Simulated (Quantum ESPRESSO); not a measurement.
Quantum ESPRESSO run on Mg14SiBi (P-6m2, 16 atoms in the cell): self-consistent single point.

Level of theory: PBEsol, SSSP 1.1.2 efficiency (PBE) pseudopotentials (plane waves; Quantum ESPRESSO).

```
CELL_PARAMETERS angstrom
      6.37298     0.00000     0.00000
     -3.18649     5.51916     0.00000
      0.00000     0.00000    10.21872
ATOMIC_POSITIONS crystal
  Mg 0.99689 0.49845 0.00000
  Mg 0.50155 0.00311 0.00000
  Mg 0.50155 0.49845 0.00000
  Mg 0.99970 0.49985 0.50000
  Mg 0.50015 0.00030 0.50000
  Mg 0.50015 0.49985 0.50000
  Mg 0.16883 0.83117 0.24070
  Mg 0.66234 0.83117 0.75930
  Mg 0.16883 0.33766 0.24070
  Mg 0.16883 0.83117 0.75930
  Mg 0.66234 0.83117 0.24070
  Mg 0.16883 0.33766 0.75930
  Mg 0.66667 0.33333 0.25253
  Mg 0.66667 0.33333 0.74747
  Si 0.00000 0.00000 0.00000
  Bi 0.00000 0.00000 0.50000
```

Reference input (self-consistent single point, DFT, PBEsol, plane waves, SSSP 1.1.2 efficiency (PBE) pseudopotentials): ecutwfc = 50 Ry; ecutrho = 400 Ry; occupations = smearing; smearing = cold; degauss = 0.0099958 Ry; input_dft = pbesol; K_POINTS = automatic 7 7 4 0 0 0; conv_thr = 1e-10 Ry; mixing_beta = 0.7. This run's input differs from it in these lines:

```diff
@@ -18,3 +18,3 @@
    smearing = 'cold'
-   degauss = 0.0099958
+   degauss = 0.000146997
    input_dft = 'pbesol'
```

The program printed (abridged):

```
     Self-consistent Calculation

     iteration #  1     ecut=    50.00 Ry     beta= 0.70
     Minimization algorithm failed to find Fermi energy: reverting to bisection
     Possible cause: smearing is larger than the electronic band-gap.

     negative rho (up, down):  4.464E-02 0.000E+00

     total energy              =    -653.36292189 Ry
     estimated scf accuracy    <       1.86467928 Ry

     iteration #  2     ecut=    50.00 Ry     beta= 0.70

     negative rho (up, down):  4.382E-02 0.000E+00

     total energy              =    -650.33690233 Ry
     estimated scf accuracy    <      46.69506277 Ry

     iteration #  3     ecut=    50.00 Ry     beta= 0.70

     negative rho (up, down):  4.428E-02 0.000E+00

     total energy              =    -654.63663552 Ry
     estimated scf accuracy    <       0.09007951 Ry

   [... 9 blocks of this kind left out ...]

     iteration # 13     ecut=    50.00 Ry     beta= 0.70

     negative rho (up, down):  4.504E-02 0.000E+00

     total energy              =    -654.68201148 Ry
     estimated scf accuracy    <          4.9E-10 Ry

     iteration # 14     ecut=    50.00 Ry     beta= 0.70

     negative rho (up, down):  4.504E-02 0.000E+00
     End of self-consistent calculation

     the Fermi energy is     4.7321 ev

!    total energy              =    -654.68201148 Ry
     estimated scf accuracy    <          2.0E-11 Ry
     smearing contrib. (-TS)   =      -0.00000038 Ry
     internal energy E=F+TS    =    -654.68201111 Ry

     convergence has been achieved in  14 iterations

     negative rho (up, down):  4.504E-02 0.000E+00

     Forces acting on atoms (cartesian axes, Ry/au):

     atom    1 type  1   force =    -0.00253035   -0.00146090    0.00000000
     atom    2 type  1   force =     0.00000000    0.00292179    0.00000000
     atom    3 type  1   force =     0.00253035   -0.00146090    0.00000000
     atom    4 type  1   force =     0.00111886    0.00064598    0.00000000
     atom    5 type  1   force =     0.00000000   -0.00129195    0.00000000
   [... lines left out ...]
     Total force =     0.015287     Total SCF correction =     0.000003
   [... lines left out ...]

     negative rho (up, down):  4.504E-02 0.000E+00
          total   stress  (Ry/bohr**3)                   (kbar)     P=       -7.61
  -0.00008625  -0.00000000   0.00000000          -12.69       -0.00        0.00
  -0.00000000  -0.00008625  -0.00000000           -0.00      -12.69       -0.00
   0.00000000   0.00000000   0.00001734            0.00        0.00        2.55

   JOB DONE.
```

The run converged in 14 iterations. Against the reference run the free energy stays essentially unchanged (within 1 meV/atom), the pressure hardly changes (-0.74 to -0.76 GPa) and the largest force goes from 0.158 to 0.144 eV/Å. The full log also holds: “c_bands:  2 eigenvalues not converged”.

The starting cell comes from a database of computed structures (which also holds hypothetical and non-ambient phases and stackings), without a prior relaxation at this level. Spin-orbit coupling is off.

Cost on one core of a shared machine: roughly 10 min.
